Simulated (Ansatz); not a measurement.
# NbRu: pressure series

Start from NbRu (space group P4/mmm, No. 123; a = 3.021 Å, c = 3.392 Å).

Cell and atoms are relaxed at each pressure.

Computed with Kohn–Sham DFT with the PBEsol functional, run in Ansatz (a quantum-chemistry and plane-wave program) with PAW and 420 eV plane waves, without spin-orbit coupling.

```json
[
 {"change": "base", "lattice parameter a": "3.021 Å", "c/a ratio": "1.123"},
 {"change": "pressure −2 GPa", "lattice parameter a": "3.029 Å", "c/a ratio": "1.123"},
 {"change": "pressure −1 GPa", "lattice parameter a": "3.025 Å", "c/a ratio": "1.123"},
 {"change": "pressure 0.3 GPa", "lattice parameter a": "3.019 Å", "c/a ratio": "1.123"},
 {"change": "pressure 0.7 GPa", "lattice parameter a": "___", "c/a ratio": "1.123"},
 {"change": "pressure 1.5 GPa", "lattice parameter a": "3.015 Å", "c/a ratio": "1.123"},
 {"change": "pressure 3 GPa", "lattice parameter a": "___", "c/a ratio": "1.123"},
 {"change": "pressure 5 GPa", "lattice parameter a": "3.001 Å", "c/a ratio": "1.123"},
 {"change": "pressure 7.5 GPa", "lattice parameter a": "___", "c/a ratio": "1.124"},
 {"change": "pressure 10 GPa", "lattice parameter a": "2.984 Å", "c/a ratio": "1.124"}
]
```

Problem. Fill in the withheld entries from the trend.

Solution. 
- pressure 0.7 GPa, lattice parameter a: 3.018 Å
- pressure 3 GPa, lattice parameter a: 3.009 Å
- pressure 7.5 GPa, lattice parameter a: 2.992 Å

Load acts through the strain it causes; cell and atoms are relaxed under it. No phonon test of stability was made. No other phases were tried under pressure. All final runs are without spin polarisation. An odd electron count without spin: NbRu.
